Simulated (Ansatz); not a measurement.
# Worked example: self-consistent single point of Pt (Im-3m, 1 atom in the cell) in Ansatz

Level of theory: LDA (PW92), default PAW files made with PBE (plane waves; Ansatz, a quantum-chemistry and plane-wave program).

Input as run:

Ansatz 0.2 input:
```yaml
crystal:
  lattice:
    - [-1.579467, 1.579467, 1.579467]
    - [1.579467, -1.579467, 1.579467]
    - [1.579467, 1.579467, -1.579467]
  atoms:
    - { symbol: Pt, position: [0.000000, 0.000000, 0.000000] }
basis:
  ecutwfc: 420.0
kpoints:
  mp_grid: { grid: [15, 15, 15] }
hamiltonian:
  xc: lda
  pseudopotentials: { kind: paw }
scf:
  occupations: { method: fermi_dirac, width: 0.1 }
output:
  forces: true
  eigenvalues: true
  stress: true
```

Output (repeated stretches shortened):

```
WARN ansatz: RAYON_NUM_THREADS=1 ignored (pool sized by the plan → 1); use --threads N
Pseudopotentials: kind: paw
Pseudopotential: Pt, paw, valence charge 18
Crystal: 1 atoms, lattice volume = 15.761 Å³
Basis set: ecut = 420 eV, 321 PW (Γ)
Bands: 13, of which v1, the nominal top of the filled ones, is band 9 counted from 1 (8 counted from 0)
Symmetry: 48 space group operations
Space group: Im-3m (ITA 229), of the structure as read, at distance tolerance 2.5e-5 Å
k-points: 120 of 3375
PAW frozen core: Pt, regenerated for the run's functional, and the local potential with it
Initial density: superposition of atomic densities (neutral atoms: chi_scale 0, normalization atom), corrected by the library's trained network
Initial wavefunctions: pseudopotential atomic-orbital guess
Eigensolver: davidson
Functional: x = slater, c = lda
SCF iter   1: F=—  HF=-12244.854602 eV  |F-HF|=—  |Δ(HF+E_count)|=         —  Δρ=5.86e-3  dr2=1.70e-3  ethr=1.77e-3  ⟨swp⟩=5.0  Hψ=8689  notcnv=0
all-band conjugate gradients solve this SCF's bands
preconditioner: auto → none
SCF iter   2: F=—  HF=-12244.854256 eV  |F-HF|=—  |Δ(HF+E_count)|=   3.46e-4  Δρ=2.64e-3  dr2=2.40e-4  ethr=9.43e-6  ⟨swp⟩=2.2  Hψ=3119  notcnv=0
SCF iter   3: F=—  HF=-12244.854259 eV  |F-HF|=—  |Δ(HF+E_count)|=   3.38e-6  Δρ=1.17e-3  dr2=4.22e-5  ethr=1.33e-6  ⟨swp⟩=2.1  Hψ=2658  notcnv=0
SCF iter   4: F=—  HF=-12244.854267 eV  |F-HF|=—  |Δ(HF+E_count)|=   7.38e-6  Δρ=6.82e-5  dr2=2.82e-7  ethr=2.34e-7  ⟨swp⟩=1.2  Hψ=1779  notcnv=0
iter 5 did not close the SCF: its close was put off for the readings that it lacked (scf_convergence_deferred on its scf_iter line)
SCF iter   5: F=-12244.854267 eV  HF=-12244.854267 eV  |F-HF|=1.68e-8  |Δ(HF+E_count)|=   3.28e-8  Δρ=1.51e-5  dr2=2.66e-8  ethr=1.56e-9  ⟨swp⟩=2.2  Hψ=2524  notcnv=0
SCF iter   6: F=-12244.854267 eV  HF=-12244.854267 eV  |F-HF|=1.28e-9  |Δ(HF+E_count)|=   8.17e-9  Δρ=4.31e-6  dr2=2.05e-9  ethr=1.48e-10  ⟨swp⟩=2.0  Hψ=4731  notcnv=0
SCF 1 converged in 6 iterations: F = -12244.854267 eV  dr2 = 2.05e-9
SCF converged after 6 iterations
Free energy (F): -12244.854267 eV
Harris-Foulkes:  -12244.854267 eV  (|F-HF|=1.28e-9)
Internal energy: -12244.825318 eV  (E = F + TS)
E sigma→0 (E₀):  -12244.839792 eV
Entropy (-TS):   -0.028949 eV (-28.949 meV/atom)
Fermi energy:    21.508279 eV
--- Per-component energies (eV) ---
  E_band       = -155.112013
  E_kinetic    = 637.399316
  E_local      = -1527.049137  (includes V_loc(G=0)·N_el)
  E_nonlocal   = 207.155731
  E_hartree    = 562.152646
  E_xc         = -259.873833
  E_vxc        = -302.067661  (∫ρ·V_xc dr)
  E_paw        = -9177.650170  (= ΣΔE_a)
  E_vpaw       = -294.857583  (= ΣTr[D̂ρ^β])
  E_aug_tail   = 0.000176  (compensation charges beyond the density's cutoff)
  E_ewald      = -2687.423916
  E_core_change = 0.463869  (= ΣΔE_core)
  E_smearing   = -0.028949  (= −TS)
  E_closure    = -0.000000  (closes the sum)
  Σ components = -12244.854267   (vs F -12244.854267, Δ=0.00e0)
--- Forces (eV/Å), atoms counted from 1 ---
  atom   1  Pt    -0.00000000     0.00000000     0.00000000
  max |Σ_I F_I| component: 1.52e-31 eV/Å
--- Stress (GPa, compression-positive) ---
      -13.987542      -0.000000       0.000000
       -0.000000     -13.987542       0.000000
       -0.000000      -0.000000     -13.987542
  P = ⅓ Tr σ = -13.9875 GPa (-139.875 kbar)
  The stress holds the Pulay correction. Without it, at fixed plane waves, as pw.x and ABINIT print it: P = -14.0293 GPa
--- Band table (eV; the first three rows and the last of 120) ---
  k-point 0: bands = ["-76.7246", "-30.6327", "-30.6327", "-30.6327", "11.8937", "17.9691", "17.9691", "17.9691", "20.5166", "20.5166", "38.5630", "38.5630", "38.5630"]
  k-point 1: bands = ["-76.7234", "-30.6510", "-30.6391", "-30.6325", "12.0759", "17.8980", "17.9693", "18.1151", "20.4243", "20.5215", "38.6467", "38.7089", "38.8272"]
  k-point 2: bands = ["-76.7197", "-30.7025", "-30.6572", "-30.6322", "12.5996", "17.7025", "17.9571", "18.5436", "20.2242", "20.5395", "38.7152", "38.7924", "39.5928"]
  k-point 119: bands = ["-76.6716", "-30.9414", "-30.9388", "-30.9388", "15.4365", "15.4539", "21.8571", "21.8571", "21.9643", "28.5399", "29.3829", "29.3829", "34.6502"]
```

The run converged in 6 iterations.

The starting cell comes from a database of computed structures (which also holds hypothetical and non-ambient phases and stackings), without a prior relaxation at this level. Its lattice was rescaled by up to half a per cent. Spin-orbit coupling is off. Spin polarisation is off. With a pressure of about -14 GPa the cell is away from its equilibrium volume at this level. Ansatz's pressure includes its estimate of the finite-basis (Pulay) stress.
